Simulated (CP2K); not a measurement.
Worked example: self-consistent single point of As2Ru (P1, 6 atoms in the cell) in CP2K.

Computed with LDA (Pade form), GPW, DZVP-MOLOPT-SR-GTH basis, GTH-PADE potentials (GTH_POTENTIALS) (CP2K 2026.2).

The change in words: atoms moved at random. Reference geometry:
```
As2Ru
1.0
    5.43556     0.00000     0.00000
    0.00000     6.20595     0.00000
    0.00000     0.00000     3.00115
As Ru
4 2
Cartesian
  1.78950   5.37652   1.50057
  3.64606   0.82943   1.50057
  4.50728   3.93240   0.00000
  0.92828   2.27355   0.00000
  2.71778   3.10297   1.50057
  0.00000   0.00000   0.00000
```

Reference input (self-consistent single point, DFT LDA (Pade form), GPW, DZVP-MOLOPT-SR-GTH basis, GTH-PADE potentials (GTH_POTENTIALS)): CUTOFF = 500 Ry; REL_CUTOFF = 50 Ry; SMEAR/METHOD = FERMI_DIRAC; ELECTRONIC_TEMPERATURE = 116.05 K; KPOINTS/SCHEME = MONKHORST-PACK 3 3 6; GAMMA_CENTERED = T; XC_FUNCTIONAL = PADE; As/BASIS_SET = DZVP-MOLOPT-SR-GTH; As/POTENTIAL = GTH-PADE-q5; Ru/BASIS_SET = DZVP-MOLOPT-SR-GTH; Ru/POTENTIAL = GTH-PADE-q16; METHOD = GPW. This run's input differs from it in these lines:

```diff
@@ -69,8 +69,8 @@
     &COORD
-      As       1.78949506     5.37652478     1.50057500
-      As       3.64606494     0.82942522     1.50057500
-      As       4.50727506     3.93240022     0.00000000
-      As       0.92828494     2.27354978     0.00000000
-      Ru       2.71778000     3.10297500     1.50057500
-      Ru       0.00000000     0.00000000     0.00000000
+      As       1.83451781     5.35991766     1.50360916
+      As       3.64020540     0.87222145     1.56742562
+      As       4.53525189     3.86488569     0.02303683
+      As       0.93884079     2.30139588     0.00397352
+      Ru       2.72766728     3.10658686     1.47388577
+      Ru      -0.08757774     0.00986746    -0.07020890
     &END COORD
```

The program printed (abridged):

```
 SCF WAVEFUNCTION OPTIMIZATION

  Step     Update method      Time    Convergence         Total energy    Change
     1 NoMix/Diag. 0.20E+00      -     1.49435346      -215.9015230701 -2.16E+02
     2 Broy./Diag. 0.20E+00      -     0.08631528      -218.7129450539 -2.81E+00
     3 Broy./Diag. 0.20E+00      -     0.05616015      -216.4354923457  2.28E+00
     4 Broy./Diag. 0.20E+00      -     0.02736735      -215.0358785941  1.40E+00
     5 Broy./Diag. 0.20E+00      -     0.00423812      -215.0877737138 -5.19E-02
     6 Broy./Diag. 0.20E+00      -     0.00284358      -215.0407811042  4.70E-02
   [... 6 lines left out ...]
    13 Broy./Diag. 0.20E+00      -     0.00000883      -215.0373262735 -4.26E-05
    14 Broy./Diag. 0.20E+00      -     0.00000108      -215.0373167937  9.48E-06
    15 Broy./Diag. 0.20E+00      -     0.00000153      -215.0373055915  1.12E-05
    16 Broy./Diag. 0.20E+00      -     0.00000010      -215.0372990301  6.56E-06
  *** SCF run converged in    16 steps ***

  Overlap energy of the core charge distribution:               0.00000000559872
  Self energy of the core charge distribution:               -390.13861094881076
  Core Hamiltonian energy:                                     91.60916496376942
  Hartree energy:                                             110.02002608023606
  Exchange-correlation energy:                                -26.52787913093975
  Electronic entropic energy:                                  -0.00000000000000
  Fermi energy:                                                 0.35018516963510

  Total energy:                                              -215.03729903014630
  Total energy (extrapolated to T->0):                       -215.03729903014630

                     Mulliken Population Analysis

   [... lines left out ...]

 STRESS| Analytical stress tensor [bar]
 STRESS|                        x                   y                   z
 STRESS|      x       -6.92000445243E+04  -1.63335090388E+04   9.64300995672E+03
 STRESS|      y       -1.63335090388E+04  -7.61617939304E+04  -6.32968363516E+03
 STRESS|      z        9.64300995672E+03  -6.32968363516E+03  -8.02706517925E+04
 STRESS| 1/3 Trace                                            -7.52108300824E+04
```

The run converged in 16 iterations. Against the reference run the free energy goes up by 41.7 meV/atom, the pressure goes from -8.30 to -7.52 GPa, the largest force goes from 0.197 to 1.939 eV/Å and the gap on the mesh goes from 0.668 to 0.583 eV.

The starting cell comes from a database of computed structures (which also holds hypothetical and non-ambient phases and stackings), without a prior relaxation at this level. For this run, on top of that: atoms moved at random. Values carry the incompleteness of an atom-centred basis. With a pressure of about -8 GPa the cell is away from its equilibrium volume at this level. Forces in this geometry exceed 1 eV/Å.

Cost on one core of a shared machine: roughly 40 s.
